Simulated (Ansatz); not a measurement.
The starting structures come from a database of crystals and need not be the phases stable at ambient conditions.

Evanescent states of KReO₄ (I4_1/a, 12 atoms a cell, 16.9 Å³ an atom, -2 GPa at this level) along the normal of (001)

Calculation: r2SCAN (plane waves, PAW; Ansatz, a first-principles code).

The gap is the functional's own. No spin-orbit coupling. Mid-gap values are those at the computed energy nearest the middle.

Energies count from the valence-band top; κ is the least over a 6×6 mesh across the current.

```
E (eV)     κ (1/Å)  where
------  ----------  -----
0.10         0.278      Γ
0.32         0.377      Γ
0.53         0.444      Γ
0.73         0.493      Γ
0.94         0.528      Γ
1.16    (withheld)      Γ
1.36    (withheld)      Γ
1.57    (withheld)      Γ
1.78    (withheld)      Γ
2.00    (withheld)      Γ
2.21    (withheld)      Γ
2.42    (withheld)      Γ
2.62    (withheld)      Γ
2.83    (withheld)      Γ
3.04    (withheld)      Γ
3.25    (withheld)      Γ
3.46         0.561      Γ
3.67         0.543      Γ
3.88         0.519      Γ
4.09         0.483      Γ
4.30         0.423      Γ
```

Complete the blanks.


- 1.16, κ (1/Å): 0.554
- 1.36, κ (1/Å): 0.572
- 1.57, κ (1/Å): 0.584
- 1.78, κ (1/Å): 0.593
- 2.00, κ (1/Å): 0.598
- 2.21, κ (1/Å): 0.600
- 2.42, κ (1/Å): 0.600
- 2.62, κ (1/Å): 0.598
- 2.83, κ (1/Å): 0.593
- 3.04, κ (1/Å): 0.585
- 3.25, κ (1/Å): 0.575
